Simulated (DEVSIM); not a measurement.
Device: GaP/Si p-n heterojunction, at 350 K.

```csv
layer (left to right),material,thickness (μm),Nd (cm⁻³),Na (cm⁻³),τn (s),τp (s)
1,GaP,0.0960,-,1.2e18,2.2e-7,2.2e-7
2,Si,1.00,1.8e17,-,2.2e-7,2.2e-7
```

Left contact: ohmic. Right contact: ohmic. Voltage is applied to the left contact. Recombination: SRH at mid-gap, radiative, Auger. Mobility is constant in doping.

Constants are typed, rounded textbook-type inputs, not results; the design itself was drawn at random and stands for no fabricated device. Values at 300 K; Nc and Nv go as T^1.5, mobilities as T to minus their exponent, the gap by Varshni's rule with the affinity fixed.

| parameter | GaP | Si |
|---|---|---|
| gap (eV) | 2.26 | 1.124 |
| affinity (eV) | 3.8 | 4.05 |
| permittivity | 11.1 | 11.7 |
| Nc (cm⁻³) | 1.8e19 | 2.86e19 |
| Nv (cm⁻³) | 1.9e19 | 3.1e19 |
| μn (cm²/Vs) | 250 | 1417 |
| μp (cm²/Vs) | 150 | 470 |
| T exponent of μn | 1.6 | 2.3 |
| T exponent of μp | 1.98 | 2.2 |
| B (cm³/s) | 1e-13 | 4.7e-15 |
| Cn (cm⁶/s) | 1e-30 | 2.8e-31 |
| Cp (cm⁶/s) | 1e-30 | 9.9e-32 |
| Varshni α (eV/K) | 0.00058 | 0.000473 |
| Varshni β (K) | 372 | 636 |

DEVSIM, 1D drift-diffusion, Boltzmann statistics, complete ionisation; no tunnelling, impact ionisation, image-force lowering or self-heating. Band offsets follow the typed affinities; no thermionic-emission limit at abrupt steps, no polarisation charge.

### Question
Tabulate band edges, carrier densities and field at zero bias.

### Answer
Energies count from the Fermi level of the right contact; mesh points crowd at the junctions.

| x (μm) | Ec (eV) | Ev (eV) | n (cm⁻³) | p (cm⁻³) | field (V/cm) |
|---|---|---|---|---|---|
| 0.000 | 2.149 | -0.090 | < 1e2 | 1.2e18 | ≈ 0 |
| 0.003926 | 2.149 | -0.090 | < 1e2 | 1.2e18 | ≈ 0 |
| 0.01133 | 2.149 | -0.090 | < 1e2 | 1.2e18 | ≈ 0 |
| 0.02356 | 2.149 | -0.090 | < 1e2 | 1.2e18 | ≈ 0 |
| 0.05527 | 2.148 | -0.091 | < 1e2 | 1.2e18 | -2100 |
| 0.07572 | 2.058 | -0.181 | < 1e2 | 5.9e16 | -160000 |
| 0.08656 | 1.775 | -0.464 | < 1e2 | 5.0e12 | -370000 |
| 0.09450 | 1.422 | -0.817 | < 1e2 | 4.1e7 | -520000 |
| 0.09785 | 1.028 | -0.082 | 56000 | 2.6e18 | -270000 |
| 0.1039 | 0.896 | -0.215 | 4600000 | 3.1e16 | -200000 |
| 0.1146 | 0.700 | -0.411 | 3.0e9 | 4.8e13 | -170000 |
| 0.1460 | 0.308 | -0.802 | 1.3e15 | 1.1e8 | -81000 |
| 0.1917 | 0.164 | -0.947 | 1.6e17 | 910000 | -3800 |
| 0.2831 | 0.160 | -0.951 | 1.8e17 | 790000 | ≈ 0 |
| 0.5219 | 0.160 | -0.951 | 1.8e17 | 790000 | ≈ 0 |
| 0.7900 | 0.160 | -0.951 | 1.8e17 | 790000 | ≈ 0 |
| 0.9314 | 0.160 | -0.951 | 1.8e17 | 790000 | ≈ 0 |
| 1.012 | 0.160 | -0.951 | 1.8e17 | 790000 | ≈ 0 |
| 1.061 | 0.160 | -0.951 | 1.8e17 | 790000 | ≈ 0 |
| 1.080 | 0.160 | -0.951 | 1.8e17 | 790000 | ≈ 0 |
| 1.090 | 0.160 | -0.951 | 1.8e17 | 790000 | ≈ 0 |
| 1.096 | 0.160 | -0.951 | 1.8e17 | 790000 | ≈ 0 |
